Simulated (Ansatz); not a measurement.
Cubic perovskite CsPbCl3 (cubic high-temperature phase), treated with r²SCAN (Ansatz, an electronic-structure program, PAW).

Run with plane-wave cutoff 600 eV, 4×4×4 k mesh, scalar-relativistic PAW data made under PBE.

The cell has the measured lattice: a = b = c = 5.605 Å, α = β = γ = 90.00°.

Question: Give the computed Voigt–Reuss–Hill bulk modulus, Poisson ratio, polycrystal shear modulus (Hill average), elastic constant C44, elastic constant C11 and elastic constant C12.

Answer: 
* **Voigt–Reuss–Hill bulk modulus**: 29.8 GPa
* **Poisson ratio**: 0.331
* **polycrystal shear modulus (Hill average)**: 11.3 GPa
* **elastic constant C44**: 5.25 GPa
* **elastic constant C11**: 68.8 GPa
* **elastic constant C12**: 10.3 GPa

Note: held by symmetry at 0 K, a high-temperature phase can be a saddle point; the cell isn't this level's own, so it is under some stress, which shifts stiffness and frequencies.

Elastic constants are with the ions relaxed.

Spin–orbit coupling is not included; it can shift volumes and moduli of such heavy elements.

Computed values are for the static lattice.

Computing time: very roughly 2.2 core-minutes.
